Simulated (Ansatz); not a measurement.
Be2Sn (model structure, started from the fluorite type, Fm-3m, No. 225, 3 atoms in the cell) was calculated with LDA in Ansatz (plane waves, PAW).

Settings: plane-wave cutoff 520 eV, 16×16×16 k mesh, Fermi–Dirac smearing 0.05 eV, scalar-relativistic PAW data made under PBE.

Cell (relaxed at this level):

Be$_{2}$Sn is taken in the cubic space group Fm-3m (No. 225), Pearson symbol cF12. Cell: a = 5.699 Å, b = 5.699 Å, c = 5.699 Å, α = 90.00°, β = 90.00°, γ = 90.00°. Sn on 4a sees 8 Be at 2.468 Å (cubic). Be on 8c sees 4 Sn at 2.468 Å (tetrahedral). (Neighbours: up to the widest gap in distance over summed covalent radii, below 1.35, at either atom.)
(The calculation used a cell of 3 atoms; values per cell refer to that cell.)

Question: Give the computed bulk modulus B0.

Answer: 
- bulk modulus B0: 82.1 GPa

The run finds no gap.

Note: the bulk modulus is −V dP/dV from two relaxed cells at ±2 % in volume; the relaxation could raise the start's symmetry but not lower it, so the cell can be a saddle point.

Spin–orbit coupling is not included.

Computed values are for the static lattice.

Computing time: about 60 core-seconds (a rough figure).

A model structure was made by putting elements into a prototype or built by hand; it is no filed structure, need not be a known phase, and can be a saddle point held by its symmetry.

Ansatz is a first-principles code.
